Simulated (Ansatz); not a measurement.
Functionals compared on CO on the 1x1 (110) surface of bcc Mo, one in a 2x2 cell, started at the site 'top Mo', in Ansatz (plane waves, PAW). The structure was relaxed with PBE; the other rows are single points on it, each with its references at the same level. Cutoff 420 eV (500 eV for r2SCAN).

Slab: 18 atoms, 6.5 Å thick at the start under the adsorbate (thin: gaps and levels are the slab's own); k 6x6x1, smearing 0.1 eV, dipole-corrected; 8 atoms held, the rest relaxed; held to the start's symmetry, so lower structures may exist; no spin, no spin-orbit, no U, no dispersion correction. At the end it is bonded to Mo. In PBE this state lies 0.10 eV over the lowest of the starts that converged ('hollow Mo-Mo-Mo'). These notes are the PBE run's. Adsorption energies are against CO(g). A negative adsorption energy means that the adsorbate is more stable on the surface than in its reference.

| functional | adsorption energy (eV) | work function of the top face (eV) | change of the work function (eV) | rough cost of the single point |
|---|---|---|---|---|
| PBE | -1.69 | 5.38 | 0.79 | – |
| RPBE | -1.44 | 5.25 | 0.81 | around 2.5 core-minutes (rough) |
| r2SCAN | -1.76 | 5.46 | 0.83 | around 5 core-minutes (rough) |

Ansatz is a quantum-chemistry and plane-wave program.
